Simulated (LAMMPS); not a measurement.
Pressure dependence of GaN (wurtzite) at 3510 K, from the melt.

Level of theory: classical MD, pair style sw, file GaN.sw (LAMMPS).

```json
[
 {"P (GPa)": "0", "state": "liquid", "volume": "13.82 ± 0.04 Å³/atom", "coordination number of Ga by N": "4.09 (counted to 2.78 Å)", "self-diffusion coefficient of Ga (not corrected for cell size)": "(7.7 ± 0.4) × 10^-5 cm²/s", "viscosity": "-"},
 {"P (GPa)": "2", "state": "liquid", "volume": "13.09 ± 0.01 Å³/atom", "coordination number of Ga by N": "4.19 (counted to 2.74 Å)", "self-diffusion coefficient of Ga (not corrected for cell size)": "(7.5 ± 0.2) × 10^-5 cm²/s", "viscosity": "3.0 ± 0.2 mPa s"},
 {"P (GPa)": "5", "state": "liquid", "volume": "12.460 ± 0.009 Å³/atom", "coordination number of Ga by N": "4.49 (counted to 2.82 Å)", "self-diffusion coefficient of Ga (not corrected for cell size)": "(6.7 ± 0.3) × 10^-5 cm²/s", "viscosity": "3.4 ± 0.1 mPa s"}
]
```

Caution: at ambient pressure real GaN sublimes or decomposes before or as it melts, so this liquid is the model's.

Caution (row 0): this liquid lies under the melting point of about 3890 K that GaN.sw gives, so it is undercooled.

Caution (row 2): enthalpy drifts during the constant-pressure average: a transition or slow ageing; fluctuation values are void.

Caution (rows 2; 5): a run this short can hold a crystal over, or a liquid under, the potential's own melting point, which these runs don't give.

Estimate the isothermal bulk modulus at zero pressure. A parabola P(ln V) through the three points gives −dP/d ln V = 25 GPa at zero pressure.

States go by the mean squared displacement: a species diffuses where it passes 1.5 Å², still rises and gives D over 1e-6 cm²/s; a crystal has left its structure where atoms lie 0.35 Å off their sites on average or a cubic box changes its shape by 3 %, or the axial ratios of another lie 8 % off the starting cell's, which the potential's own relaxation can also do.

Errors of D are the spread over four groups of atoms in one short run; a floor of about 5 %, a picked value, is safer.

Uncertainties are statistical and leave out the potential's own error.
